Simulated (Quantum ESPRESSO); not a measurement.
# Relaxation of the atoms of a (001) slab of ZrB2 (cut from a parent of space group no. 191; 6 atoms in the cell) at several settings

```xyz
6
Lattice="3.1694 0.0000 0.0000 -1.5847 2.7448 0.0000 0.0000 0.0000 19.3286" Properties=species:S:1:pos:R:3 pbc="T T T"
Zr     0.0000     0.0000     8.7762
Zr     0.0000     0.0000    12.3286
B      0.0000     1.8299     7.0000
B      1.5847     0.9149     7.0000
B      0.0000     1.8299    10.5524
B      1.5847     0.9149    10.5524
```

Base: PBEsol, GBRV 1.5 ultrasoft (PBESOL) pseudopotentials run with Quantum ESPRESSO. Its settings: ecutwfc = 40 Ry; ecutrho = 320 Ry; occupations = smearing; smearing = cold; degauss = 0.0099958 Ry; potentials = {Zr: zr_pbesol_v1.uspp.F.UPF, B: b_pbesol_v1.4.uspp.F.UPF}; K_POINTS = automatic 7 7 1 0 0 0; tefield = true; dipfield = true; edir = 3; emaxpos = 0.97; eopreg = 0.05; eamp = 0; conv_thr = 1e-10 Ry; mixing_beta = 0.3.

Each line gives the change from the base single point and the result:

- calculation: scf → relax; tprnfor: true → default: largest force (vector length) 0.011 eV/Å; relaxation steps 8; free energy against the base single point -24.9 meV/atom.
- atoms moved at random; calculation: scf → relax; tprnfor: true → default; emaxpos: 0.97 → 0.969; forc_conv_thr: default → 0.00019 Ry/bohr: largest force (vector length) 0.004 eV/Å; relaxation steps 16; free energy against the base single point -24.9 meV/atom.
- atoms moved at random; calculation: scf → relax; tprnfor: true → default; emaxpos: 0.97 → 0.969; forc_conv_thr: default → 0.0012 Ry/bohr: largest force (vector length) 0.033 eV/Å; relaxation steps 9; free energy against the base single point -24.9 meV/atom.

The starting cell comes from a database of computed structures (which also holds hypothetical and non-ambient phases and stackings), without a prior relaxation at this level. The slab is cut from that crystal, and its faces are unrelaxed. Its lattice was rescaled in the plane by a random factor within 2.5 % of one. Spin polarisation is off, though cut faces can carry moments; the slab shows no gap. In the base run, forces exceed 1 eV/Å.
